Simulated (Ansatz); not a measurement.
Consider MgO in the rock salt structure (space group Fm-3m, No. 225; a = 4.214 Å).

The values are results of PBEsol (Ansatz, a quantum-chemistry and plane-wave program, PAW, no spin-orbit coupling), not measurements.

Before the change:

The gap character is direct at Γ and the electron mass is 0.34 mₑ (at Γ).

Now apply this change: an isotropic linear strain of +0.91 %; the atoms relax in the strained cell.

Task: What does the calculation give for the gap character after the change?

Result: The gap character remains direct at Γ.

Task: How does this affect the mean gap deformation potential ΔEg/Δln V?

Result: The mean gap deformation potential ΔEg/Δln V amounts to -9.4 eV.

Task: Estimate the effect on the electron mass.

Result: The electron mass changes from 0.34 mₑ (at Γ) to 0.33 mₑ (at Γ).

Task: Predict the new energy relative to the base.

Result: The energy rises by 3.3 meV/atom.

Masses are band curvatures over ±0.01 Å⁻¹ around the edge. Stability against distortions was not tested.
